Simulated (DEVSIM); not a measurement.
Device: abrupt GaAs p-n junction, at 350 K.

```tsv
layer (left to right)	material	thickness (μm)	Nd (cm⁻³)	Na (cm⁻³)	τn (s)	τp (s)
1	GaAs	6.60	-	1.9e16	3.1e-10	3.1e-10
2	GaAs	120	1.3e15	-	3.1e-10	3.1e-10
```

Left contact: ohmic. Right contact: ohmic. Voltage is applied to the left contact. Recombination: SRH at mid-gap, radiative. Mobility is constant in doping. Where it depends on doping, it is μmin + (μ − μmin)/(1 + (N/Nref)^α).

This is a model device: material constants are rounded textbook-type values typed into the input, and sizes, dopings and lifetimes were drawn at random. Values at 300 K; Nc and Nv go as T^1.5, mobilities as T to minus their exponent, the gap by Varshni's rule with the affinity fixed. The table also holds parameters that only a changed run uses.

| parameter | GaAs |
|---|---|
| gap (eV) | 1.424 |
| affinity (eV) | 4.07 |
| permittivity | 12.9 |
| Nc (cm⁻³) | 4.7e17 |
| Nv (cm⁻³) | 9e18 |
| μn (cm²/Vs) | 8500 |
| μp (cm²/Vs) | 400 |
| μn,min | 500 |
| μp,min | 20 |
| Nref,n | 6e16 |
| Nref,p | 1.5e17 |
| αn | 0.39 |
| αp | 0.38 |
| T exponent of μn | 2.1 |
| T exponent of μp | 2.2 |
| B (cm³/s) | 2e-10 |
| Cn (cm⁶/s) | 1e-30 |
| Cp (cm⁶/s) | 1e-30 |
| Varshni α (eV/K) | 0.000541 |
| Varshni β (K) | 204 |

Model (solved in DEVSIM): 1D drift-diffusion, Boltzmann statistics, complete ionisation; no tunnelling, impact ionisation, image-force lowering or self-heating.

Base results: largest field in the device at zero bias (V/cm) 18000; potential step across the device at zero bias (V) 1.024; dark forward voltage at 1 A/cm² (V) 0.808.

Problem. What follows from this one change: thickness of layer 2 120 → 24 μm?

Solution. largest field in the device at zero bias little changed (18000 V/cm); potential step across the device at zero bias little changed (1.024 V); dark forward voltage at 1 A/cm² 0.808 → 0.800 V.

Problem. What follows from this one change: doping Nd of layer 2 1.3e+15 → 1.3e+14 cm^-3?

Solution. largest field in the device at zero bias 18000 → 9000 V/cm; potential step across the device at zero bias 1.024 → 0.954 V; dark forward voltage at 1 A/cm² 0.808 → 0.839 V.

Problem. What follows from this one change: temperature 350 → 500 K?

Solution. largest field in the device at zero bias 18000 → 16000 V/cm; potential step across the device at zero bias 1.024 → 0.743 V; dark forward voltage at 1 A/cm² 0.808 → 0.441 V.

Problem. What follows from this one change: doping-dependent mobility in place of the constant one?

Solution. largest field in the device at zero bias little changed (18000 V/cm); potential step across the device at zero bias little changed (1.024 V); dark forward voltage at 1 A/cm² 0.808 → 0.812 V.
